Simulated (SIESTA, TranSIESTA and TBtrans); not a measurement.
Run with TranSIESTA and TBtrans (open boundaries, self-consistent; PseudoDojo norm-conserving potentials, scalar-relativistic): Spin polarized, PAO.BasisSize DZP, PAO.EnergyShift 0.15 eV, XC.Authors PBE, Mesh.Cutoff 200 Ry, ElectronicTemperature 300 K, TS.Voltage 0.0 eV, TBT.Elecs.Eta 0.001 eV.

Junction: Ta chain with one S atom inserted. Leads: straight Ta chain, spacing 2.491 Å. Geometry: 3 atoms about the centre moved by SIESTA (PBE, DZP) to a largest force of 0.02 eV/Å, all others as built, motion along the axis alone. Transport runs along z; the first 6 and the last 6 of the 21 atoms are the lead cells, repeated to infinity.

```xyz
21
Lattice="9.000 0.000 0.000 0.000 9.000 0.000 0.000 0.000 51.779" Properties=species:S:1:pos:R:3 pbc="F F T"
Ta     4.500     4.500     0.000
Ta     4.500     4.500     2.491
Ta     4.500     4.500     4.982
Ta     4.500     4.500     7.473
Ta     4.500     4.500     9.964
Ta     4.500     4.500    12.455
Ta     4.500     4.500    14.946
Ta     4.500     4.500    17.437
Ta     4.500     4.500    19.928
Ta     4.500     4.500    22.229
S      4.500     4.500    24.642
Ta     4.500     4.500    27.059
Ta     4.500     4.500    29.360
Ta     4.500     4.500    31.851
Ta     4.500     4.500    34.342
Ta     4.500     4.500    36.833
Ta     4.500     4.500    39.324
Ta     4.500     4.500    41.815
Ta     4.500     4.500    44.306
Ta     4.500     4.500    46.797
Ta     4.500     4.500    49.288
```
Starting moments (μB): atom 7 +1, atom 8 +1, atom 9 +1, atom 10 +1, atom 12 +1, atom 13 +1, atom 14 +1, atom 15 +1; lead atoms +1 (left) and +1 (right).

Problem. Predict: conductance at 300 K (G0 = 2e²/h); thermopower (μV/K); mean T from −0.5 to 0.5 eV; spin polarisation of the conductance, (up − down)/(up + down).

Solution. conductance at 300 K (G0 = 2e²/h): 0.86; thermopower (μV/K): 2.2; mean T from −0.5 to 0.5 eV: 0.88; spin polarisation of the conductance, (up − down)/(up + down): 0.07. The magnetic order of the leads was set by the start, and no other order was tried; the separate lead runs end at 1.12 (left) and 1.12 (right) μB an atom. The straight chain is held at its spacing; free chains may zigzag or dimerise. Spin-orbit coupling, left out here, matters for the heavy atoms.
